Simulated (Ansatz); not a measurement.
**A computed series for MoSi2: pressure series**

Consider MoSi$_{2}$ (space group I4/mmm, No. 139; a = 3.174 Å, c = 7.777 Å).

Cell and atoms are relaxed at each pressure.

Method: LDA (Ansatz, a program for electronic structure, PAW, scalar-relativistic without spin-orbit coupling).

```json
[
 {"pressure (GPa)": "-2", "volume per atom (Å³/atom)": "13.179"},
 {"pressure (GPa)": "0", "volume per atom (Å³/atom)": "13.060"},
 {"pressure (GPa)": "0.9", "volume per atom (Å³/atom)": "13.008"},
 {"pressure (GPa)": "2.1", "volume per atom (Å³/atom)": "?"},
 {"pressure (GPa)": "4.5", "volume per atom (Å³/atom)": "12.812"},
 {"pressure (GPa)": "9", "volume per atom (Å³/atom)": "12.588"},
 {"pressure (GPa)": "15", "volume per atom (Å³/atom)": "12.316"},
 {"pressure (GPa)": "22.5", "volume per atom (Å³/atom)": "12.015"},
 {"pressure (GPa)": "30", "volume per atom (Å³/atom)": "11.747"}
]
```

Question: Fit the third-order Birch–Murnaghan form P(V) = (3B₀/2)[(V₀/V)^(7/3) − (V₀/V)^(5/3)]·[1 + (3/4)(B₀′ − 4)((V₀/V)^(2/3) − 1)] (squares taken in P) to the rows shown and predict the withheld row.

Answer: Least squares on the printed values gives V₀ = 13.060 Å³/atom, B₀ = 226 GPa, B₀′ = 4.3; this predicts 12.941 Å³/atom, and the run gives 12.941 Å³/atom, in agreement.

Load acts through the strain it causes; cell and atoms are relaxed under it. Whether these cells are dynamically stable was not tested. No other phases were tried under pressure. The final runs are not spin-polarised.
